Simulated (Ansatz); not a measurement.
# A computed series for Be: response to strain

The parent structure is Be in the hcp (Mg type) structure (space group P6_3/mmc, No. 194; relaxed with 0.1 eV smearing).

```xyz
2
Lattice="2.2552 0.0000 0.0000 -1.1276 1.9530 0.0000 0.0000 0.0000 3.5580" Properties=species:S:1:pos:R:3 pbc="T T T"
Be     1.1276     0.6510     2.6685
Be     0.0000     1.3020     0.8895
```

Cartesian axes are those of the cell as printed.

Strains are applied to the cell and any free atomic positions relax.

Computed with PBEsol, PAW, 420 eV (Ansatz, a program for electronic structure; no spin-orbit coupling).

Notes on the quantities. pressure: mean of the normal stresses, compression positive; energy relative to the base: free energy F.

| case | shortest interatomic distance | pressure | energy relative to the base |
|---|---|---|---|
| base | 2.205 Å | 0.0 GPa | 0 meV/atom |
| uniaxial strain ε_xx = −3.00 % | 2.187 Å | 3.9 GPa | +7.8 meV/atom |
| uniaxial strain ε_xx = −2.50 % | 2.195 Å | 3.2 GPa | +5.3 meV/atom |
| uniaxial strain ε_xx = −2.00 % | 2.197 Å | 2.5 GPa | +3.4 meV/atom |
| uniaxial strain ε_xx = −1.00 % | 2.201 Å | 1.2 GPa | +0.8 meV/atom |
| uniaxial strain ε_xx = +0.50 % | 2.206 Å | -0.6 GPa | +0.2 meV/atom |
| uniaxial strain ε_xx = +1.00 % | 2.208 Å | -1.2 GPa | +0.8 meV/atom |
| uniaxial strain ε_xx = +1.50 % | 2.210 Å | -1.7 GPa | +1.7 meV/atom |
| uniaxial strain ε_xx = +2.50 % | 2.214 Å | -2.8 GPa | +4.5 meV/atom |
| uniaxial strain ε_xx = +3.00 % | … | … | … |

**Question.** Some entries are withheld; estimate them.

**Answer.** 
- uniaxial strain ε_xx = +3.00 %, shortest interatomic distance: 2.216 Å
- uniaxial strain ε_xx = +3.00 %, pressure: -3.3 GPa
- uniaxial strain ε_xx = +3.00 %, energy relative to the base: +6.3 meV/atom

Whether these cells are dynamically stable was not tested.
